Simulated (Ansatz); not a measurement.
Short convergence ladders for Tc3Pt (P3m1, 8 atoms in the cell)

```
Tc3Pt
1.0
    5.49734     0.00000     0.00000
   -2.74867     4.76084     0.00000
    0.00000     0.00000     4.35916
Tc Pt
6 2
Direct
  0.15750   0.31500   0.25000
  0.84250   0.68500   0.75000
  0.84250   0.15750   0.75000
  0.15750   0.84250   0.25000
  0.68500   0.84250   0.25000
  0.31500   0.15750   0.75000
  0.33333   0.66667   0.76147
  0.66667   0.33333   0.25000
```

Base method: PBEsol, default PAW files made with PBE (plane waves; Ansatz, a first-principles code).

Base settings: basis.ecutwfc = 36.7 Ry; kpoints.mp_grid.grid = 4 4 5; hamiltonian.xc = pbesol; hamiltonian.pseudopotentials = {kind: paw} (the program's default PAW files); scf.occupations.method = gaussian; scf.occupations.width = 0.0073 Ry.

The count of work is k-points × plane waves × bands × iterations; it is no time. Core times come from one kind of shared machine, to one figure; runs under 30 s give none.

**The k-point mesh**

The second cell is the first with its lattice scaled by 0.98.

Only quantities that move along the ladder and can be compared are tabulated.

| kpoints.mp_grid.grid | free energy less the last step's (meV/atom) | energy of the compressed cell less the first (meV/atom) | pressure (GPa) | largest difference of a force vector from the last step's (eV/Å) | count of work / last | core time / last (rough) |
|---|---|---|---|---|---|---|
| 1 1 2 | 929.49 | 86.41 | 5.60 | 0.480 | 0.020 | – |
| 2 2 3 | -25.01 | 39.87 | -2.88 | 0.079 | 0.044 | – |
| 4 4 4 | 9.94 | 44.03 | -2.22 | 0.046 | 0.13 | – |
| 4 4 5 | 3.98 | 44.30 | -2.18 | 0.156 | 0.14 | – |
| 5 5 6 | 0.43 | 43.49 | -2.35 | 0.125 | 0.27 | 0.3 |
| 6 6 7 | -0.87 | 43.76 | -2.30 | 0.057 | 0.37 | 0.4 |
| 9 9 10 | 0.00 | 43.38 | -2.36 | 0.000 | 1.0 | 1 |

Coarsest kpoints.mp_grid.grid that holds the free energy within 2 meV/atom of the last step, with all finer ones: 5 5 6, at 0.27 of the last step's count of work and about 0.3 of the last step's time; the step before is off by 4.0 meV/atom.

Coarsest kpoints.mp_grid.grid that holds the energy of the compressed cell less the first within 2 meV/atom of the last step, with all finer ones: 4 4 4, at 0.13 of the last step's count of work; the step before is off by 3.5 meV/atom.

Coarsest kpoints.mp_grid.grid that holds the forces within 0.02 eV/Å: not settled: the last two steps still differ by 0.057 eV/Å, over half the tolerance, so the ladder does not show it.

The energy difference between the two cells stays within 1 meV/atom of the last step's from 4 4 4 on, the total only from 5 5 6 on: much of the error is common to both cells and cancels.

**The k-point mesh at a smearing width of 0.05 eV**

In this ladder: scf.occupations.width = 0.0037 Ry.

The second cell is the first with its lattice scaled by 0.98.

Only quantities that move along the ladder and can be compared are tabulated.

```tsv
kpoints.mp_grid.grid	free energy less the last step's (meV/atom)	energy of the compressed cell less the first (meV/atom)	pressure (GPa)	largest difference of a force vector from the last step's (eV/Å)	count of work / last	core time / last (rough)
3 3 3	-28.19	42.56	-2.54	0.035	0.048	–
4 4 5	4.42	44.24	-2.18	0.147	0.086	–
6 6 7	-1.01	43.92	-2.28	0.068	0.23	0.2
9 9 10	0.11	43.36	-2.37	0.002	0.62	0.6
11 11 12	0.00	43.41	-2.35	0.000	1.0	1
```

Coarsest kpoints.mp_grid.grid that holds the pressure within 0.1 GPa of the last step, with all finer ones: 6 6 7, at 0.23 of the last step's count of work and about 0.2 of the last step's time; the step before is off by 0.17 GPa.

Coarsest kpoints.mp_grid.grid that holds the free energy within 2 meV/atom of the last step, with all finer ones: 6 6 7, at 0.23 of the last step's count of work and about 0.2 of the last step's time; the step before is off by 4.4 meV/atom.

Coarsest kpoints.mp_grid.grid that holds the forces within 0.02 eV/Å of the last step, with all finer ones: 9 9 10; the step before is off by 0.068 eV/Å.

The energy difference between the two cells stays within 1 meV/atom of the last step's from 3 3 3 on, the total only from 9 9 10 on: much of the error is common to both cells and cancels.

**The SCF threshold**

The mesh stays at the base's, so the ladder's end is converged at best in this setting alone.

Only quantities that move along the ladder and can be compared are tabulated.

```csv
scf.convergence.dr2_threshold,pressure (GPa),largest difference of a force vector from the last step's (eV/Å)
0.1 eV,-2.28,0.020
0.001 eV,-2.19,0.001
1e-05 eV,-2.18,0.000
1e-07 eV,-2.18,0.000
1e-12 eV,-2.18,0.000
```

Coarsest scf.convergence.dr2_threshold that holds the pressure within 0.05 GPa of the last step, with all finer ones: 0.001 eV; the step before is off by 0.09 GPa.

Coarsest scf.convergence.dr2_threshold that holds the forces within 0.01 eV/Å of the last step, with all finer ones: 0.001 eV; the step before is off by 0.020 eV/Å.

On the base run: the starting cell comes from a database of computed structures (which also holds hypothetical and non-ambient phases and stackings), without a prior relaxation at this level. Its lattice was rescaled by up to half a per cent. One atom was moved a little off its site on purpose. Spin polarisation is off. Ansatz's pressure includes its estimate of the finite-basis (Pulay) stress. The cutoff lies below the one recommended for these files.

Keys are those of Ansatz 0.2.
